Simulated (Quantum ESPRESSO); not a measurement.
# Several settings converged on the (001) slab of CsCaH3 (cut from a parent of space group no. 221; 10 atoms in the cell)

```xyz
10
Lattice="4.5981 0.0000 0.0000 0.0000 4.5981 0.0000 0.0000 0.0000 20.8971" Properties=species:S:1:pos:R:3 pbc="T T T"
Cs     0.0000     0.0000     9.2990
Ca     2.2990     2.2990     7.0000
H      2.2990     0.0000     7.0000
H      0.0000     2.2990     7.0000
H      2.2990     2.2990     9.2990
Cs     0.0000     0.0000    13.8971
Ca     2.2990     2.2990    11.5981
H      2.2990     0.0000    11.5981
H      0.0000     2.2990    11.5981
H      2.2990     2.2990    13.8971
```

Base method: LDA (PW92), PseudoDojo standard norm-conserving (LDA) pseudopotentials (plane waves; Quantum ESPRESSO).

Base settings: ecutwfc = 75 Ry; occupations = smearing; smearing = fd; degauss = 0.0036749 Ry; mixing_mode = local-TF; potentials = {Cs: Cs.upf, Ca: Ca.upf, H: H.upf}; K_POINTS = automatic 3 3 1 0 0 0; conv_thr = 1e-10 Ry; mixing_beta = 0.4.

The count of work is k-points × plane waves × bands × iterations; it is no time. Core times come from one kind of shared machine, to one figure; runs under 30 s give none.

**The vacuum**

The mesh stays at the base's, so the ladder's end is converged at best in this setting alone.

Only quantities that move along the ladder and can be compared are tabulated.

```csv
vacuum between outermost atoms (Å),free energy less the last step's (meV/atom),largest difference of a force vector from the last step's (eV/Å),gap on the mesh (eV),count of work / last,core time / last (rough)
3.0,-66.58,0.620,3.306,0.15,0.09
5.0,-5.64,0.071,2.849,0.22,0.1
14.0,-0.04,0.010,3.156,0.45,0.4
30.0,0.00,0.000,3.199,1.0,1
```

Smallest vacuum between outermost atoms (Å) that holds the free energy within 5 meV/atom of the last step, with all finer ones: 14.0, at 0.45 of the last step's count of work and about 0.4 of the last step's time; the step before is off by 5.6 meV/atom.

Smallest vacuum between outermost atoms (Å) that holds the forces within 0.02 eV/Å: not settled: the last two steps still differ by 0.010 eV/Å, over half the tolerance, so the ladder does not show it.

Smallest vacuum between outermost atoms (Å) that holds the gap on the mesh within 0.05 eV: not settled: the last two steps still differ by 0.043 eV, over half the tolerance, so the ladder does not show it.

**The k-point mesh**

Only quantities that move along the ladder and can be compared are tabulated.

```tsv
K_POINTS	free energy less the last step's (meV/atom)	largest difference of a force vector from the last step's (eV/Å)	gap on the mesh (eV)	count of work / last
automatic 2 2 1 0 0 0	14.10	0.050	2.657	0.14
automatic 3 3 1 0 0 0	-0.99	0.004	3.156	0.14
automatic 5 5 1 0 0 0	-0.01	0.000	2.902	0.27
automatic 10 10 1 0 0 0	0.00	0.000	2.719	1.0
```

Coarsest K_POINTS that holds the forces within 0.02 eV/Å of the last step, with all finer ones: automatic 3 3 1 0 0 0, at 0.14 of the last step's count of work; the step before is off by 0.050 eV/Å.

Coarsest K_POINTS that holds the free energy within 0.5 meV/atom of the last step, with all finer ones: automatic 5 5 1 0 0 0, at 0.27 of the last step's count of work; the step before is off by 0.99 meV/atom.

**The plane-wave cutoff**

The mesh stays at the base's, so the ladder's end is converged at best in this setting alone.

Only quantities that move along the ladder and can be compared are tabulated.

| ecutwfc | free energy less the last step's (meV/atom) | gap on the mesh (eV) | count of work / last |
|---|---|---|---|
| 38 Ry | 97.85 | 3.133 | 0.20 |
| 45 Ry | 31.11 | 3.153 | 0.25 |
| 52 Ry | 8.92 | 3.156 | 0.30 |
| 75 Ry | 0.14 | 3.156 | 0.53 |
| 112 Ry | 0.00 | 3.156 | 1.0 |

Coarsest ecutwfc that holds the free energy within 1 meV/atom of the last step, with all finer ones: 75 Ry; the step before is off by 8.9 meV/atom.

Coarsest ecutwfc that holds the gap on the mesh within 0.02 eV of the last step, with all finer ones: 45 Ry, at 0.25 of the last step's count of work; the step before is off by 0.023 eV.

On the base run: the starting cell comes from a database of computed structures (which also holds hypothetical and non-ambient phases and stackings), without a prior relaxation at this level. The slab is cut from that crystal, and its faces are unrelaxed. Its lattice was rescaled by up to half a per cent. The two faces of this cut differ, and no dipole correction was used. Another mesh or the band path of this cell gives a smaller gap, so this value is not converged in the mesh.
